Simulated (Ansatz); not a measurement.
Consider the following.

```
CELL_PARAMETERS angstrom
      3.62372     0.00000     0.00000
     -1.81186     3.13824     0.00000
      0.00000     0.00000     5.79646
ATOMIC_POSITIONS crystal
  Hf 0.00000 0.00000 0.00000
  S  0.33333 0.66667 0.25003
  S  0.66667 0.33333 0.74997
```

No spin polarisation.

Method: PBE-D3(BJ), PAW, 420 eV (Ansatz, a first-principles code; spin-orbit coupling left out). Γ-centred 11×11×6 mesh, Fermi–Dirac width 0.05 eV.

### Question
Predict the pressure and space group.

### Answer
The pressure (mean of the normal stresses, compression positive) is -0.65 GPa and the space group is P-3m1 (No. 164).

The cells carry an imposed strain or load. No phonon test of stability was made. The cell was made from HfS₂ in the CdI2 type structure (space group P-3m1, No. 164; layered, stacked along the Cartesian z axis) by this change: isotropic strain +0.50 %.
